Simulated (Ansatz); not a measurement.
Consider YbSi₂ in the fluorite structure (space group Fm-3m, No. 225; a = 6.4618 Å; a hypothetical phase, not in the database extracts checked; relaxed with 0.1 eV smearing).

(Cell as relaxed with PBE.)

Levels (all Ansatz, a first-principles code, PAW): PBE (420 eV, spin-orbit coupling left out); r2SCAN (500 eV, spin-orbit coupling left out).

Each level relaxes its own structure.

| base | PBE | r2SCAN |
|---|---|---|
| volume per atom | 22.48 Å³ | 22.21 Å³ |
| lattice parameter a | 6.462 Å | 6.436 Å |
| band gap | zero | zero |

Perturbation: every lattice vector is shortened by 2.99 %, atoms relaxed at fixed cell.

```csv
quantity,PBE,r2SCAN
energy relative to the base (free energy F),+31 meV/atom,[?]
pressure,5.5 GPa,[?]
band gap,zero,[?]
```

**Question.** Given the PBE results, estimate those of r2SCAN.

**Answer.** 
- energy relative to the base (free energy F), r2SCAN: +32 meV/atom
- pressure, r2SCAN: 5.7 GPa
- band gap, r2SCAN: zero

PBE's energy relative to the base lies 1.1 meV/atom below r2SCAN's; PBE's pressure lies 0.25 GPa below r2SCAN's; the two agree on the band gap. Neither level is exact; r2SCAN is the comparison here, not a measurement.

The state of the 4f shell was not checked for lower solutions. The cells carry an imposed strain or load. No phonon test of stability was made. Seeded moments were not kept for the base. All final runs are without spin polarisation.
